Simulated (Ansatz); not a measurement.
## GaN: pressure series

Base system: GaN in the wurtzite structure (space group P6_3mc, No. 186; a = 3.1518 Å, c = 5.1383 Å).

Cell and atoms are relaxed at each pressure.

The values are results of DFT with LDA, PAW potentials and a 420 eV plane-wave cutoff in Ansatz (a quantum-chemistry and plane-wave program), no spin-orbit coupling, not measurements.

```tsv
case	band gap	electron mass	width of the top valence band	c/a ratio	volume per atom
base	2.13 eV	0.18 mₑ along c, 0.20 mₑ across (at Γ)	2.92 eV	1.630	11.05 Å³
pressure −2 GPa	2.06 eV	0.17 mₑ along c, 0.19 mₑ across (at Γ)	2.88 eV	1.630	11.16 Å³
pressure −1 GPa	2.10 eV	0.17 mₑ along c, 0.19 mₑ across (at Γ)	2.90 eV	1.630	11.11 Å³
pressure 0.9 GPa	2.16 eV	0.18 mₑ along c, 0.20 mₑ across (at Γ)	2.93 eV	1.630	11.00 Å³
pressure 2.1 GPa	2.20 eV	0.18 mₑ along c, 0.20 mₑ across (at Γ)	2.95 eV	1.630	10.94 Å³
pressure 4.5 GPa	2.27 eV	0.19 mₑ along c, 0.21 mₑ across (at Γ)	2.99 eV	1.631	10.82 Å³
pressure 9 GPa	2.40 eV	0.19 mₑ along c, 0.22 mₑ across (at Γ)	3.06 eV	1.631	10.61 Å³
pressure 15 GPa	2.56 eV	0.21 mₑ along c, 0.23 mₑ across (at Γ)	3.16 eV	1.631	10.36 Å³
pressure 22.5 GPa	2.74 eV	0.22 mₑ along c, 0.24 mₑ across (at Γ)	3.26 eV	1.632	10.09 Å³
pressure 30 GPa	2.90 eV	0.23 mₑ along c, 0.26 mₑ across (at Γ)	3.30 eV	1.632	9.85 Å³
```

Load acts through the strain it causes; cell and atoms are relaxed under it. Effective masses come from finite differences of ±0.01 Å⁻¹. Stability against distortions was not tested. Tetrahedral semiconductors of this kind turn to denser phases somewhere between about 1 and 50 GPa; those were not computed, so compressed cells here can lie past the real transition.
